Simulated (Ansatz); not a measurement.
# W3N4: pressure 3 GPa

The reference is W$_{3}$N$_{4}$ (space group Pm-3m, No. 221; a = 4.179 Å).

Now apply this change: cell and atoms relaxed at a pressure of 3 GPa.

Computed with DFT with PBEsol, PAW potentials and a 420 eV plane-wave cutoff in Ansatz (a program for electronic structure), without spin-orbit coupling. k-mesh 11×11×11 (Γ-centred); smearing 0.05 eV (Fermi–Dirac).

```csv
quantity,base,changed,shift
volume per atom,10.43 Å³,10.35 Å³,-0.08 Å³
density,13.82 g/cm³,13.93 g/cm³,+0.11 g/cm³
shortest interatomic distance,2.090 Å,2.084 Å,-0.006 Å
enthalpy H = E + PV relative to the base's energy,–,+0.19 eV/atom,–
band gap,zero,zero,–
```

Load acts through the strain it causes; cell and atoms are relaxed under it. No phonon test of stability was made. All final runs are without spin polarisation.
